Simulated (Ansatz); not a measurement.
The parent structure is BAs in the zinc blende structure (space group F-43m, No. 216; a = 4.7679 Å). Axes: x, y, z lie along the cube axes.

Method: DFT with PBEsol, PAW potentials and a 420 eV plane-wave cutoff in Ansatz (a quantum-chemistry and plane-wave program), spin-orbit coupling left out.

For the base:

- Valence-band top at Γ: 0.00, 0.00, 0.00 eV
- Smallest direct gap: 3.25 eV

Perturbation: uniaxial strain ε_xx = −2.53 %, all other strain components held at zero, atoms relaxed at fixed cell.

Task: Estimate the effect on the hole mass, valence-band top at Γ, energy relative to the base and smallest direct gap.

Result: The hole mass is 0.24 mₑ along x, 0.21 mₑ across (at Γ); the valence-band top at Γ (three highest levels, from the VBM) becomes 0.00, -0.25, -0.25 eV (base: 0.00, 0.00, 0.00 eV); the energy goes up by 7.7 meV/atom; the smallest direct gap drops by 0.24 eV, from 3.25 eV to 3.01 eV.

Masses are band curvatures over ±0.01 Å⁻¹ around the edge. Stability against distortions was not tested.
